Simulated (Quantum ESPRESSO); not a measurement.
# Cost against accuracy: ecutwfc for TiTc (Pm-3m, 2 atoms in the cell)

```
CELL_PARAMETERS angstrom
      3.09447     0.00000     0.00000
      0.00000     3.09447     0.00000
      0.00000     0.00000     3.09447
ATOMIC_POSITIONS crystal
  Ti 0.50000 0.50000 0.50000
  Tc 0.00000 0.00000 0.00000
```

Method: PBEsol, GBRV 1.5 ultrasoft (PBESOL) pseudopotentials (plane waves; Quantum ESPRESSO 7.5).

Base settings: ecutwfc = 50 Ry; ecutrho = 400 Ry; occupations = smearing; smearing = fd; degauss = 0.0036749 Ry; potentials = {Ti: ti_pbesol_v1.4.uspp.F.UPF, Tc: tc_pbesol_v1.uspp.F.UPF}; K_POINTS = automatic 11 11 11 0 0 0; conv_thr = 1e-09 Ry; mixing_beta = 0.4.

Misses are taken against the tightest run, 100 Ry (ecutrho: 400 Ry → 800 Ry), which need not be fully converged itself. The energy is the free energy per atom.

The count of work is k-points × plane waves × bands × iterations; it is no time, and leaves out set-up, grids and terms that scale otherwise. Core times come from one kind of shared machine and are given to one figure; runs under 30 s give none.

The starting cell comes from a database of computed structures (which also holds hypothetical and non-ambient phases and stackings), without a prior relaxation at this level. Spin polarisation is off. In the base run, with a pressure of about -6 GPa the cell is away from its equilibrium volume at this level.

| ecutwfc | energy less reference (meV/atom) | pressure less reference (GPa) | count of work / reference | core time / reference (rough) |
|---|---|---|---|---|
| 20 Ry (ecutrho: 400 Ry → 160 Ry) | 1007.41 | -69.51 | 0.072 | – |
| 25 Ry (ecutrho: 400 Ry → 200 Ry) | 114.65 | -7.20 | 0.13 | – |
| 30 Ry (ecutrho: 400 Ry → 240 Ry) | 42.03 | -0.90 | 0.13 | – |
| 35 Ry (ecutrho: 400 Ry → 280 Ry) | 24.60 | -0.52 | 0.16 | – |
| 40 Ry (ecutrho: 400 Ry → 320 Ry) | 18.14 | -0.08 | 0.20 | – |
| 45 Ry (ecutrho: 400 Ry → 360 Ry) | 16.98 | -0.04 | 0.32 | 0.6 |
| 50 Ry | 14.62 | -0.19 | 0.28 | 0.7 |
| 57 Ry (ecutrho: 400 Ry → 456 Ry) | 9.49 | -0.21 | 0.38 | 0.8 |
| 65 Ry (ecutrho: 400 Ry → 520 Ry) | 6.70 | -0.02 | 0.58 | 1 |
| 75 Ry (ecutrho: 400 Ry → 600 Ry) | 5.05 | -0.11 | 0.62 | 1 |
| 88 Ry (ecutrho: 400 Ry → 704 Ry) | 0.95 | -0.09 | 0.92 | 0.7 |
| 100 Ry (ecutrho: 400 Ry → 800 Ry) | 0.00 | 0.00 | 1.0 | 1 |

Coarsest setting among those run that, with all tighter ones, holds the energy within 20 meV/atom of the reference: 40 Ry (ecutrho: 400 Ry → 320 Ry), off by 18 meV/atom; it needs 0.20 of the reference's count of work.

Coarsest setting among those run that, with all tighter ones, holds the energy within 2 meV/atom of the reference: 88 Ry (ecutrho: 400 Ry → 704 Ry), off by 0.95 meV/atom; its saving against the reference is no more than about a factor of 2 in the count of work.

Smallest miss in the energy for at most 0.5 times the reference's count of work: 57 Ry (ecutrho: 400 Ry → 456 Ry), with a miss of 9.5 meV/atom at a count of 0.38.

The step from 20 Ry (ecutrho: 400 Ry → 160 Ry) to 40 Ry (ecutrho: 400 Ry → 320 Ry): it takes the miss in the energy from 1000 to 18 meV/atom, for 2.8 times the count of work.
